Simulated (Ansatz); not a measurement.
Given:

End structure of the (103) surface of tetragonal indium in its 1x1 cell, outermost plane spacing 1.48 Å in the ideal cut:

```yaml
crystal:
  lattice:
    - [3.32928, 0.00000, 0.00000]
    - [1.66464, 5.57506, 0.00000]
    - [0.00000, 0.00000, 26.50000]
  atoms:
    - { symbol: In, position: [0.27477, 0.41941, 0.31666] }
    - { symbol: In, position: [0.54218, 0.89252, 0.35815] }
    - { symbol: In, position: [0.80821, 0.37175, 0.42409] }
    - { symbol: In, position: [0.07020, 0.85097, 0.46932] }
    - { symbol: In, position: [0.33696, 0.33472, 0.53068] }
    - { symbol: In, position: [0.59895, 0.81395, 0.57591] }
    - { symbol: In, position: [0.86497, 0.29318, 0.64185] }
    - { symbol: In, position: [0.13239, 0.76628, 0.68334] }
```

Slab: 8 atoms, 10.4 Å thick at the start (thin: gaps and levels are the slab's own); k 12x7x1, smearing 0.1 eV, dipole-corrected; single point; on the structure that PBE left under its start's symmetry; no spin, no spin-orbit, no U.

### Question
Predict the work function of the top face from Ansatz (an electronic-structure program) with r2SCAN, at the PBE geometry.

### Answer
4.00 eV

### Question
What is the computed surface energy (mean of both faces) (r2SCAN, at the PBE geometry)?

### Answer
0.34 J/m^2
